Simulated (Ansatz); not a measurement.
**How the bulk modulus of RuSb2 (Pnnm, No. 58) moves with the method**

No measured value is used here.

```json
[
 {"level (code)": "LDA (Ansatz)", "value (GPa)": "136", "cell (Å³/atom)": "20.62"},
 {"level (code)": "PBEsol (Ansatz)", "value (GPa)": "129", "cell (Å³/atom)": "21.01"},
 {"level (code)": "r²SCAN (Ansatz)", "value (GPa)": "…", "cell (Å³/atom)": "21.50"}
]
```

What belongs in the gaps?


- r²SCAN (Ansatz, an electronic-structure program), value (GPa): 124

LDA, PBEsol: the run has no spin polarisation, so it can have missed a magnetic state. LDA, PBEsol, r²SCAN: the bulk modulus is −V dP/dV from two relaxed cells at ±2 % in volume. Each level is taken at its own relaxed cell. Cutoffs differ between the levels. Ansatz's density-functional and Hartree–Fock values are scalar-relativistic unless marked +SOC, with PAW data made under PBE.
